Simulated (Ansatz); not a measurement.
Take MoP in the CsCl type structure (space group Pm-3m, No. 221; a = 3.004 Å; a hypothetical phase, not in the database extracts checked; relaxed with 0.1 eV smearing) as the base. Axes: x, y, z lie along the cube axes.

(Cell as relaxed with PBE.)

Levels (all Ansatz, an electronic-structure program, PAW): PBE (420 eV, spin-orbit coupling left out); PBEsol (420 eV, spin-orbit coupling left out).

Each level relaxes its own structure.

```json
[
 {"base": "volume per atom", "PBE": "13.55 Å³", "PBEsol": "13.17 Å³"},
 {"base": "lattice parameter a", "PBE": "3.004 Å", "PBEsol": "2.975 Å"},
 {"base": "band gap", "PBE": "zero", "PBEsol": "zero"}
]
```

Now apply this change: strain tensor (xx, yy, zz, yz, xz, xy) = (−0.21, −1.37, −1.73, +0.28, +1.41, +0.29) %; the atoms relax in the strained cell.

```json
[
 {"quantity": "energy relative to the base (free energy F)", "PBE": "+18 meV/atom", "PBEsol": "?"},
 {"quantity": "stress (xx, yy, zz, yz, xz, xy; compression positive)", "PBE": "(5.6, 9.6, 10.8, -0.7, -3.8, -0.7) GPa", "PBEsol": "?"},
 {"quantity": "shortest interatomic distance", "PBE": "2.548 Å", "PBEsol": "?"}
]
```

Task: Given the PBE results, estimate those of PBEsol.

Result: 
- energy relative to the base (free energy F), PBEsol: +19 meV/atom
- stress (xx, yy, zz, yz, xz, xy; compression positive), PBEsol: (6.2, 10.4, 11.8, -0.8, -4.2, -0.8) GPa
- shortest interatomic distance, PBEsol: 2.524 Å

PBE's energy relative to the base lies 1.2 meV/atom below PBEsol's; PBE's shortest interatomic distance lies 0.024 Å above PBEsol's (1.0 %). Neither level is exact; PBEsol is the comparison here, not a measurement.

Stability against distortions was not tested. All final runs are without spin polarisation. An odd electron count without spin: MoP.
